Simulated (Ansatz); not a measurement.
NaI (Cmmm, No. 65, 4 atoms in the cell; start mp-1246268; a measured phase of this formula has another space group), treated with HSE06 in Ansatz (PAW).

Settings: plane-wave cutoff 460 eV, 6×6×4 k mesh (along the axes of the cell as run), Fermi–Dirac smearing 0.01 eV, scalar-relativistic PAW data made under PBE.

Cell (relaxed with PBE-D3(BJ)):

```cif
data_I2Na2
_chemical_formula_sum 'Na2 I2'
_space_group_name_H-M_alt 'P 1'
_space_group_IT_number 1
_cell_length_a 4.77868
_cell_length_b 4.09845
_cell_length_c 6.76062
_cell_angle_alpha 90.000
_cell_angle_beta 90.000
_cell_angle_gamma 90.000
loop_
_space_group_symop_operation_xyz
  'x, y, z'
loop_
_atom_site_label
_atom_site_type_symbol
_atom_site_fract_x
_atom_site_fract_y
_atom_site_fract_z
_atom_site_occupancy
Na1 Na 0.25000 0.50000 0.24998 1
Na2 Na 0.75000 0.50000 0.75002 1
I1 I 0.25000 0.00000 0.74998 1
I2 I 0.75000 0.00000 0.25002 1
```

Q: Give the computed band gap and smallest direct gap on the k points sampled.

A: 
- band gap = 3.44 eV (on the SCF k mesh)
- smallest direct gap on the k points sampled = 3.74 eV

Note: cell and atoms aren't relaxed at this level (pressure 1.0 GPa).

Spin–orbit coupling is not included; with these elements it can move the gap by several tenths of an eV or more.

The result took roughly 6 core-minutes.

A start named mp-… is a Materials Project structure, which need not be a measured phase.

Ansatz is a program for electronic structure.
